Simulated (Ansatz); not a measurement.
# Mn3Si (Fm-3m, No. 225)

The numbers are results of PBEsol (PAW; Ansatz, a program for electronic structure), not measurements.

Numerical settings: plane-wave cutoff 500 eV, 12×12×12 k mesh, Fermi–Dirac smearing 0.05 eV, spin-polarised start, scalar-relativistic PAW data made under PBE.

Cell (relaxed at this level):

```
Mn3Si
1.0
    0.00000     2.78168     2.78168
    2.78168     0.00000     2.78168
    2.78168     2.78168     0.00000
Mn Si
3 1
Direct
  0.25000   0.25000   0.25000
  0.75000   0.75000   0.75000
  0.50000   0.50000   0.50000
  0.00000   0.00000   0.00000
```

```
Property          Value
--------  -------------
band gap  zero (no gap)
```

Note: the magnetic order was assumed, not searched for or taken from measurement; the volume lies 8 % below that of the published cell.

Static lattice: no zero-point or thermal effects.

Cost on a shared machine: around 100 core-seconds (rough).
